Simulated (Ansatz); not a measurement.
## A computed series for CdSe: response to strain

Start from CdSe in the zinc blende structure (space group F-43m, No. 216; a = 6.082 Å).

Strains are applied to the cell and any free atomic positions relax.

Calculations: PBEsol/PAW in Ansatz (a quantum-chemistry and plane-wave program), scalar-relativistic without spin-orbit coupling.

Candidates:
(a) isotropic strain +0.50 %
(b) isotropic strain −2.50 %
(c) isotropic strain +3.00 %
(d) isotropic strain +2.00 %
(e) isotropic strain −0.50 %

Base values:

- Band gap = 0.48 eV

Task: Order them by band gap, lowest first.

Result: (c) isotropic strain +3.00 % (0.31 eV), (d) isotropic strain +2.00 % (0.37 eV), (a) isotropic strain +0.50 % (0.45 eV), (e) isotropic strain −0.50 % (0.51 eV), (b) isotropic strain −2.50 % (0.63 eV)

No phonon test of stability was made.
